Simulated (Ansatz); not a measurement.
Functionals compared on the (0001) surface of hcp Hf, clean 1x1 (bottom of the slab: a bare face, its two planes held), in Ansatz (plane waves, PAW). The structure was relaxed with PBE; the other rows are single points on it. Cutoff 420 eV (500 eV for r2SCAN).

Slab: 6 atoms, 12.7 Å thick at the start; k 13x13x1, smearing 0.1 eV, dipole-corrected; 2 atoms held, the rest relaxed; symmetry of the start imposed; no spin, no spin-orbit, no U. These notes are the PBE run's.

```
functional  work function of the top face (eV)           rough cost of the single point
----------  ----------------------------------  ---------------------------------------
PBE                                       4.33                                        –
LDA                                       4.51   about 50 core-seconds (a rough figure)
PBEsol                                    4.40           around 50 core-seconds (rough)
RPBE                                       ___                  roughly 50 core-seconds
r2SCAN                                    4.45  about 100 core-seconds (a rough figure)
```

What belongs in the gaps?


- RPBE, work function of the top face (eV): 4.23

Ansatz is a program for electronic structure.
